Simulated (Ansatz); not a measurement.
The reference is MoTe2 (space group P6_3/mmc, No. 194; layered, stacked along the Cartesian z axis).

```
CELL_PARAMETERS angstrom
      3.49664     0.00000     0.00000
     -1.74832     3.02818     0.00000
      0.00000     0.00000    13.69594
ATOMIC_POSITIONS crystal
  Te 0.66667 0.33333 0.38268
  Te 0.33333 0.66667 0.88268
  Te 0.33333 0.66667 0.61732
  Te 0.66667 0.33333 0.11732
  Mo 0.66667 0.33333 0.75000
  Mo 0.33333 0.66667 0.25000
```

Level of theory: plane-wave PAW DFT at the PBE-D3(BJ) level (Ansatz, a quantum-chemistry and plane-wave program, 420 eV), spin-orbit coupling left out.

For the base:

Band gap: 0.60 eV
Gap character: indirect, Γ → K–Γ (44 % along)
Volume per atom: 24.17 Å³

One thing is altered: a hydrostatic pressure of 0.3 GPa.

Problem. Predict the new band gap.

Solution. The band gap shrinks by 0.02 eV, from 0.60 eV to 0.58 eV.

Problem. What does the calculation give for the gap character after the change?

Solution. The gap character remains indirect, Γ → K–Γ (44 % along).

Problem. How does this affect the volume per atom?

Solution. The volume per atom shrinks by 0.16 Å³ (24.17 Å³ → 24.01 Å³).

Spin-orbit coupling, missing from the scalar runs, can matter with Te. Load acts through the strain it causes; cell and atoms are relaxed under it. No phonon test of stability was made. The D3 term's C6 switches between coordination references near this geometry, which can add small steps to energies.
